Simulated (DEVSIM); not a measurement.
System: abrupt Si n-p junction, at 300 K.

Layer 1 from the left is Si, thickness (μm) 69.0, Nd (cm⁻³) 2.5e15, τn (s) 0.00079, τp (s) 0.00079. Layer 2 from the left is Si, thickness (μm) 1.50, Na (cm⁻³) 1.9e15, τn (s) 0.00079, τp (s) 0.00079.

Left contact: ohmic. Right contact: ohmic. Voltage is applied to the left contact. Recombination: SRH at mid-gap, Auger. Mobility is μmin + (μ − μmin)/(1 + (N/Nref)^α).

This is a model device: material constants are rounded textbook-type values typed into the input, and sizes, dopings and lifetimes were drawn at random. Values at 300 K.

Si: gap (eV) 1.124, affinity (eV) 4.05, permittivity 11.7, Nc (cm⁻³) 2.86e19, Nv (cm⁻³) 3.1e19, μn (cm²/Vs) 1417, μp (cm²/Vs) 470, μn,min 52, μp,min 45, Nref,n 9.7e16, Nref,p 2.2e17, αn 0.68, αp 0.72, Cn (cm⁶/s) 2.8e-31, Cp (cm⁶/s) 9.9e-32.

Model (solved in DEVSIM): 1D drift-diffusion, Boltzmann statistics, complete ionisation; no tunnelling, impact ionisation, image-force lowering or self-heating.

Dark forward current:

| |V| (V) | |J| (A/cm²) |
|---|---|
| 0.05 | 1.912e-8 |
| 0.10 | 1.482e-7 |
| 0.15 | 1.022e-6 |
| 0.20 | 6.933e-6 |
| 0.25 | 4.688e-5 |
| 0.30 | 0.0003165 |
| 0.35 | 0.002132 |
| 0.40 | 0.01425 |
| 0.45 | 0.09184 |
| 0.50 | 0.4994 |
| 0.55 | 1.769 |
| 0.60 | 4.003 |
| 0.65 | 6.924 |
| 0.70 | 10.36 |
| 0.75 | 14.22 |
| 0.80 | 18.49 |
| 0.85 | 23.16 |
| 0.90 | 28.20 |
| 0.95 | 33.64 |
| 1.00 | 39.48 |
| 1.05 | 45.71 |
| 1.10 | 52.35 |
| 1.15 | 59.40 |
| 1.20 | 66.86 |
| 1.25 | 74.75 |
| 1.30 | 83.06 |

### Question
Work out the local ideality factor n = ΔV / (kT/q · ln(J2/J1)) between the rows 0.15 and 0.20 V, 1.25 and 1.30 V.

### Answer
kT/q = 25.85 mV. From 0.15 to 0.20 V: ln(6.933e-6/1.022e-6) = 1.915, n = 1.01, near the 1 of diffusion or emission over a barrier. From 1.25 to 1.30 V: ln(83.06/74.75) = 0.105, n = 18.35.

### Question
Estimate the current at 0.30 V from the Shockley equation with J0 = Σ q ni² D/(N L) coth(W/L), τ joining the SRH, radiative and Auger lifetimes that are on, and W taken as the whole layer.

### Answer
ni² = 1.16e20 cm⁻⁶; holes in the n layer: μ = 454 cm²/Vs, D = 11.7 cm²/s, τ = 0.000789 s, L = 962 μm, W/L = 0.072, term 1.26e-11 A/cm²; electrons in the p layer: μ = 1330 cm²/Vs, D = 34.4 cm²/s, τ = 0.000790 s, L = 1650 μm, W/L = 0.00091, term 2.24e-9 A/cm². J0 = 2.25e-9 A/cm², and J = J0 exp(qV/kT) = 0.000247 A/cm². The simulation gives 0.000316 A/cm²; the estimate lies 22 % below. The estimate leaves out recombination in the depletion region and that region's share of W.
